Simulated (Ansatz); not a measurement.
We consider Os2B2Si (model structure, started from the Fe2AlB2 type, Cmmm, No. 65, 5 atoms in the cell), described by LDA (Ansatz, an electronic-structure program, plane waves, PAW).

Settings: plane-wave cutoff 520 eV, 20×20×18 k mesh (along the axes of the cell as run), Fermi–Dirac smearing 0.05 eV, no spin polarisation, scalar-relativistic PAW data made under PBE.

Cell (relaxed at this level):

```
Os2B2Si
1.0
    1.43417    -6.47152     0.00000
    1.43417     6.47152     0.00000
    0.00000     0.00000     2.77255
Si Os B
1 2 2
Direct
  0.00000   0.00000   0.00000
  0.36706   0.63294   0.50000
  0.63294   0.36706   0.50000
  0.21225   0.78775   0.00000
  0.78775   0.21225   0.00000
```

### Question
Predict the bulk modulus B0.

### Answer

- bulk modulus B0: 300 GPa

Note: the run has no spin polarisation, so it can have missed a magnetic state; the bulk modulus is −V dP/dV from two relaxed cells at ±2 % in volume; the relaxation could raise the start's symmetry but not lower it, so the cell can be a saddle point.

Spin–orbit coupling is not included; it can open a gap where bands touch, and shift volumes and moduli.

Static lattice: no zero-point or thermal effects.

A model structure was made by putting elements into a prototype or built by hand; it is no filed structure, need not be a known phase, and can be a saddle point held by its symmetry.
